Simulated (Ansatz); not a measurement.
The starting structures come from a database of crystals and need not be the phases stable at ambient conditions.

The decay constant κ of evanescent states in the gap governs leakage through a thin film.

Given:

```
CELL_PARAMETERS angstrom
      3.33360     0.00000     0.00000
      0.00000     6.50500     0.00000
      0.00000     0.00000     5.72309
ATOMIC_POSITIONS crystal
  Hf 0.75000 0.89213 0.75132
  Hf 0.25000 0.10787 0.24868
  Hf 0.25000 0.39213 0.74868
  Hf 0.75000 0.60787 0.25132
  O  0.25000 0.65855 0.97921
  O  0.75000 0.34145 0.02079
  O  0.75000 0.15855 0.52079
  O  0.25000 0.84145 0.47921
  O  0.25000 0.07660 0.86050
  O  0.75000 0.92340 0.13950
  O  0.75000 0.57660 0.63950
  O  0.25000 0.42340 0.36050
```

Space group of this cell: Pnma. The cell is strained (lengths along the current scaled by 1.03, ions clamped); by r2SCAN its mean pressure is -11.0 GPa.

Transport runs along the normal of the first two printed cell vectors.

No gap correction and no spin-orbit coupling; mid-gap values are interpolated between computed energies.

Question: Compute, with r2SCAN run with Ansatz (a program for electronic structure), the band gap and the smallest decay constant κ at mid-gap.

Answer: Gap 3.70 eV on a 10×6×6 mesh; κ = 0.448 1/Å, at the zone centre.
